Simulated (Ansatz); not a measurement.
Take HfN in the rock salt structure (space group Fm-3m, No. 225; a = 4.502 Å; relaxed with 0.1 eV smearing) as the base.

All numbers come from PBEsol (Ansatz, an electronic-structure program; PAW; 420 eV plane waves; no SOC).

Before the change:

| Quantity | Value |
|---|---|
| Pressure | 0.0 GPa |

It is then changed as follows: an isotropic linear strain of −2.00 %, atoms relaxed at fixed cell.

**Question.** Predict the new energy relative to the base and pressure.

**Answer.** The energy goes up by 39 meV/atom; the pressure goes from zero to 19.6 GPa.

Stability against distortions was not tested. All final runs are without spin polarisation. An odd electron count without spin: HfN.
